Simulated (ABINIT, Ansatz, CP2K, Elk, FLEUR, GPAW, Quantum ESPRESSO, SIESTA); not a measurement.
**One structure in several programs: SnSe2 (P-3m1, 3 atoms in the cell)**

Self-consistent single point, at a second geometry (lattice scaled by 0.98). First geometry:

```xyz
3
Lattice="1.9050 -3.2996 0.0000 1.9050 3.2996 0.0000 0.0000 0.0000 6.1400" Properties=species:S:1:pos:R:3 pbc="T T T"
Sn     0.0000     0.0000     0.0000
Se     1.9050     1.0999     1.5350
Se     1.9050    -1.0999     4.6050
```

Shared settings, as Ansatz (a quantum-chemistry and plane-wave program) writes them: kpoints.mp_grid.grid = 7 7 4; scf.occupations.method = fermi_dirac; scf.occupations.width = 0.05 eV. Potentials and cutoffs stand in the table.

| code | model | ΔF from the first geometry (meV/atom) | pressure (GPa) | largest force (eV/Å) | gap on the mesh (eV) | cutoff |
|---|---|---|---|---|---|---|
| FLEUR | PBE, all-electron FLAPW (FLEUR), scalar-relativistic valence | 81.5 | – | – | 0.900 | Kmax 4.3 1/bohr |
| CP2K | PBE, GPW, TZVP-MOLOPT-SR-GTH basis, GTH-PBE potentials (GTH_POTENTIALS) | 88.8 | 12.44 | 1.616 | 0.780 | grid 400 Ry |
| SIESTA | GGA PBE, numerical atomic orbitals TZP, PseudoDojo PBE standard norm-conserving potentials (rewritten from UPF to PSML) | 106.7 | 14.85 | 2.075 | 0.845 | grid 300 Ry |
| Ansatz | PBE, default PAW files | 75.1 | 10.87 | 1.373 | 0.866 | 420 eV |
| ABINIT | PBE, norm-conserving pseudopotentials (PseudoDojo nc-sr-05 PBE standard) | 75.3 | 10.93 | 1.376 | 0.847 | 86 Ry |
| Elk | PBE, all-electron FP-LAPW, Elk's shipped species files, default APW+lo basis | 77.1 | – | – | 0.865 | default |
| GPAW | PBE, GPAW PAW datasets PBE (gpaw-data 1.0.1) | 73.1 | 10.68 | 1.347 | 0.868 | 600 eV |
| Quantum ESPRESSO | PBE, SSSP 1.1.2 efficiency (PBE) pseudopotentials | 76.6 | 11.07 | 1.404 | 0.851 | 40 Ry |

A dash marks a value that a program does not give, or that is left out as unsure.

Gaps are read on the mesh.

The spread over the programs that give each value: ΔF from the first geometry within 33.6 meV/atom; pressure within 4.17 GPa; largest force within 0.728 eV/Å; gap on the mesh within 0.120 eV.

CP2K and SIESTA use small atom-centred bases, whose incompleteness enters pressures, forces and empty levels differently from a plane-wave cutoff. FLEUR and Elk treat all electrons, but the usual bases taken here (sphere radii, linearisation, local orbitals, empty states) were not tested for convergence, so the values are no reference for the others. Ansatz's pressure is given at a fixed set of plane waves, as the other plane-wave codes print theirs; with its correction for the finite basis it is 10.91 GPa. In the pressure, CP2K (by 1.54) and SIESTA (by 3.95) lie more than 1 GPa from the median of the plane-wave programs. In the force vectors, CP2K (by 0.242) and SIESTA (by 0.700) lie more than 0.08 eV/Å from the median of the plane-wave programs.

The starting cell has typed, rounded lattice constants, without a prior relaxation at this level. For this run, on top of that: lattice scaled by 0.98.

Keys are those of Ansatz 0.2.
